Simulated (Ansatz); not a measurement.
For zinc-blende LiCl (model structure), PBEsol in Ansatz (plane waves, PAW) gives:

- equilibrium lattice constant a = 5.442 Å
- formation enthalpy = -1.867 eV/atom

### Question
What does r²SCAN (plane waves, PAW; Ansatz, a program for electronic structure) give for the same quantities?

### Answer

- lattice constant a: 5.467 Å (increases by 0.5 %)
- formation enthalpy: -2.065 eV/atom (moves by -0.198 eV/atom)

Changes are worked out from the printed values.

Unless a cell is named, each level is at its own relaxed cell (PBEsol 20.14, r²SCAN 20.43 Å³/atom).

Ansatz's density-functional and Hartree–Fock values are scalar-relativistic unless marked +SOC, with PAW data made under PBE.

A model structure was made by putting elements into a prototype or built by hand; it is no filed structure, need not be a known phase, and can be a saddle point held by its symmetry.
